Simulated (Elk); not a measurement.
Worked example: self-consistent single point of MgS (Fm-3m, 2 atoms in the cell) in Elk

Level of theory: PBE, all-electron FP-LAPW, Elk's shipped species files, LAPW+lo basis run with Elk 10.2.4.

This input was run:

```
tasks
  0

xctype
  20

rgkmax
  7.5

gmaxvr
  16.0

nxoapwlo
  1

swidth
  0.000367493

maxscl
  100

scale
  6.89632513

avec
    0.0000000000    0.7071067812    0.7071067812
    0.7071067812    0.0000000000    0.7071067812
    0.7071067812    0.7071067812    0.0000000000

atoms
  2
  'Mg.in'
  1
  0.0000000000  0.0000000000  0.0000000000    0.0 0.0 0.0
  'S.in'
  1
  0.5000000000  0.5000000000  0.5000000000    0.0 0.0 0.0

ngridk
  9 9 9
```

Output (repeated stretches shortened):

```
│ Elk code version 10.2.4 │

All units are atomic (Hartree, Bohr, etc.)

│ Ground-state run starting from atomic densities │

Lattice vectors :
   0.000000000       4.876438265       4.876438265
   4.876438265       0.000000000       4.876438265
   4.876438265       4.876438265       0.000000000

Unit cell volume      :    231.9199918
Brillouin zone volume :    1.069550803

Muffin-tin inner radius fraction :   0.1000000000E-01

Nuclei treated as point charges

Species :    1 (Mg)
 parameters loaded from : Mg.in
 name : magnesium
 nuclear charge    :   -12.00000000
 electronic charge :    12.00000000
 atomic mass :    44305.30462
 muffin-tin radius :    2.200000000
 number of radial points in muffin-tin :    397
 atomic positions (lattice), magnetic fields (Cartesian) :
   1 :   0.00000000  0.00000000  0.00000000    0.00000000  0.00000000  0.00000000

Species :    2 (S)
 parameters loaded from : S.in
 name : sulphur
 nuclear charge    :   -16.00000000
 electronic charge :    16.00000000
 atomic mass :    58450.91926
 muffin-tin radius :    2.200000000
 number of radial points in muffin-tin :    397
 atomic positions (lattice), magnetic fields (Cartesian) :
   1 :   0.50000000  0.50000000  0.50000000    0.00000000  0.00000000  0.00000000

Total number of atoms per unit cell :    2

Spin treatment :
 spin-unpolarised

Number of Bravais lattice symmetries :   48
Number of crystal symmetries         :   48
Crystal has inversion symmetry
Real symmetric eigensolver will be used

k-point grid :      9     9     9
k-point offset :    0.000000000       0.000000000       0.000000000
k-point set is reduced with full crystal symmetry group
Total number of k-points :       35

Muffin-tin radius times maximum |G+k| :    7.500000000
 using average radius
Maximum |G+k| for APW functions       :    3.409090909
Maximum (1/2)|G+k|²                   :    5.810950413
Maximum |G| for potential and density :    16.00000000
 potential will be trimmed for |G| > 2 gkmax
Constant for pseudocharge density :    9
Radial integration step length :    4

G-vector grid sizes :     36    36    36
Number of G-vectors :    16145

Maximum angular momentum used for
 APW functions                      :    8
 outer part of muffin-tin           :    6
 inner part of muffin-tin           :    1

Total nuclear charge    :   -28.00000000
Total core charge       :    12.00000000
Total valence charge    :    16.00000000
Total excess charge     :    0.000000000
Total electronic charge :    28.00000000

Effective Wigner radius, rₛ :    1.255154485

Number of empty states         :    8
Total number of valence states :   16
Total number of core states    :   12

Total number of local-orbitals :   13

Exchange-correlation functional :     20     0     0
 Perdew-Burke-Ernzerhof, Phys. Rev. Lett. 77, 3865 (1996)
 gradient requirement :    1
 generalised gradient approximation (GGA)

Smearing type :    3
 Fermi-Dirac
Smearing width :   0.3674930000E-03
Effective electronic temperature (K) :    116.0451112

Mixing type :    3
 Broyden mixing, J. Phys. A: Math. Gen. 17, L317 (1984)

Kohn-Sham potential initialised from atomic data

│ Self-consistent loop started │
│ Loop number : 1 │
 total energy                :     -603.460739859
│ Loop number : 2 │
 total energy                :     -603.411929805
RMS change in Kohn-Sham potential (target) :   0.8405730792     (  0.1000000000E-05)
Absolute change in total energy (target)   :   0.4881005392E-01 (  0.1000000000E-03)
│ Loop number : 3 │
 total energy                :     -602.173486591
RMS change in Kohn-Sham potential (target) :   0.5768278152     (  0.1000000000E-05)
Absolute change in total energy (target)   :    1.250645728     (  0.1000000000E-03)
│ Loop number : 4 │
 total energy                :     -600.842273084
RMS change in Kohn-Sham potential (target) :   0.2642370522     (  0.1000000000E-05)
Absolute change in total energy (target)   :    1.643874939     (  0.1000000000E-03)
│ Loop number : 5 │
 total energy                :     -600.086684586
RMS change in Kohn-Sham potential (target) :   0.8415266135E-01 (  0.1000000000E-05)
Absolute change in total energy (target)   :    1.166557233     (  0.1000000000E-03)
│ Loop number : 6 │
 total energy                :     -599.812792184
RMS change in Kohn-Sham potential (target) :   0.2009653419E-01 (  0.1000000000E-05)
Absolute change in total energy (target)   :   0.5655317101     (  0.1000000000E-03)
│ Loop number : 7 │
 total energy                :     -599.721915077
RMS change in Kohn-Sham potential (target) :   0.1385656560E-02 (  0.1000000000E-05)
Absolute change in total energy (target)   :   0.2322600348     (  0.1000000000E-03)
│ Loop number : 8 │
 total energy                :     -599.717232703
RMS change in Kohn-Sham potential (target) :   0.7008064716E-03 (  0.1000000000E-05)
Absolute change in total energy (target)   :   0.6274738305E-01 (  0.1000000000E-03)
│ Loop number : 9 │
 total energy                :     -599.711384815
RMS change in Kohn-Sham potential (target) :   0.9427546022E-04 (  0.1000000000E-05)
Absolute change in total energy (target)   :   0.2153473310E-01 (  0.1000000000E-03)
│ Loop number : 10 │
 total energy                :     -599.711238769
RMS change in Kohn-Sham potential (target) :   0.4357176970E-04 (  0.1000000000E-05)
Absolute change in total energy (target)   :   0.5529729454E-02 (  0.1000000000E-03)
│ Loop number : 11 │
 total energy                :     -599.711118532
RMS change in Kohn-Sham potential (target) :   0.3657160568E-05 (  0.1000000000E-05)
Absolute change in total energy (target)   :   0.1502669582E-02 (  0.1000000000E-03)
│ Loop number : 12 │
 total energy                :     -599.711089582
RMS change in Kohn-Sham potential (target) :   0.1570440799E-05 (  0.1000000000E-05)
Absolute change in total energy (target)   :   0.4046170640E-03 (  0.1000000000E-03)
│ Loop number : 13 │
 total energy                :     -599.711061375
RMS change in Kohn-Sham potential (target) :   0.3311595067E-06 (  0.1000000000E-05)
Absolute change in total energy (target)   :   0.1293617523E-03 (  0.1000000000E-03)
│ Loop number : 14 │
 total energy                :     -599.711053811
RMS change in Kohn-Sham potential (target) :   0.7168330626E-07 (  0.1000000000E-05)
Absolute change in total energy (target)   :   0.3990368759E-04 (  0.1000000000E-03)
Convergence targets achieved

│ Loop number : 15 │

Energies :
 Fermi                       :     0.175665491025
 sum of eigenvalues          :     -327.521699547
 electron kinetic            :      601.520891014
 core electron kinetic       :      522.550058266
 Coulomb                     :     -1158.98116456
 Coulomb potential           :     -874.529829703
 nuclear-nuclear             :     -96.8714072610
 electron-nuclear            :     -1249.68968490
 Hartree                     :      187.579927598
 Madelung                    :     -721.716249711
 xc potential                :     -54.5127608587
 exchange                    :     -41.1795685423
 correlation                 :     -1.07121154437
 electron entropic           :    -0.707044636739E-12
 total energy                :     -599.711053635

Density of states at Fermi energy :   0.2720201186E-06
 (states/Hartree/unit cell)

Estimated indirect band gap :   0.1010908030
 from k-point      1 to k-point     24
Estimated direct band gap   :   0.1376913651
 at k-point      1

Charges :
 core                        :    12.00000000
 valence                     :    16.00000000
 interstitial                :    2.887325816
 muffin-tins (core leakage)
  species :    1 (Mg)
   atom    1                 :    10.48034990     (   0.000000000    )
  species :    2 (S)
   atom    1                 :    14.63232428     (  0.7057455532E-04)
 total in muffin-tins        :    25.11267418
 total calculated charge     :    27.99018564
 total charge                :    28.00000000
 error                       :   0.9814364297E-02

│ Self-consistent loop stopped │
```

The run converged in 15 iterations. The count includes the last loop, which Elk runs after its targets are met.

The starting cell has typed, rounded lattice constants, without a prior relaxation at this level. Its lattice was rescaled by a random factor within 2.5 % of one. Values depend on the basis (sphere radii, cutoffs, local orbitals), which need not be converged.
